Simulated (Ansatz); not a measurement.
SrPd₂ (Fd-3m), PBEsol, DFPT electron-phonon coupling, linearised Boltzmann equation in Ansatz (an electronic-structure program): phonon-limited resistivity 24.0 μΩ·cm at 300 K, 32.0 μΩ·cm at 400 K, Drude plasma energy 3.07 eV.

Task: Estimate the electronic thermal conductivity at 300 K by the Wiedemann-Franz law (L₀ = 2.44×10⁻⁸ W·Ω/K²).

Result: L₀T/ρ = 2.44×10⁻⁸ × 300/(24.0×10⁻⁸) = 30.5 W/(m·K). Inelastic scattering puts the true Lorenz number somewhat under L₀ near and below the Debye temperature.

Task: What is the classical skin depth at 1 GHz (nonmagnetic, μ₀ = 1.257×10⁻⁶ H/m)?

Result: δ = √(ρ/(π f μ₀)) = 7800 nm.

Task: What temperature coefficient of resistance follows, and how does it compare with 1/T?

Result: (ρ₄₀₀ − ρ₃₀₀)/(100 K × ρ₃₀₀) = 3.33×10⁻³ K⁻¹, against 1/T = 3.33×10⁻³ K⁻¹ for a resistivity proportional to T. Impurities would add a constant and lower it.

A metal at this level (no band gap). Only scattering by harmonic phonons is included (no impurities, grain boundaries, electron-electron scattering or thermal expansion). Spin-orbit coupling is left out. Halving the electron mesh (20x20x20) moves the resistivity by up to 4 % at 300 K. Smearing 0.20 eV; phonons on a 3x3x3 q mesh, which this run doesn't test.

Formula and space group known from diffraction (Crystallography Open Database), not checked to be the room-temperature form: SrPd2 (Fd-3m).
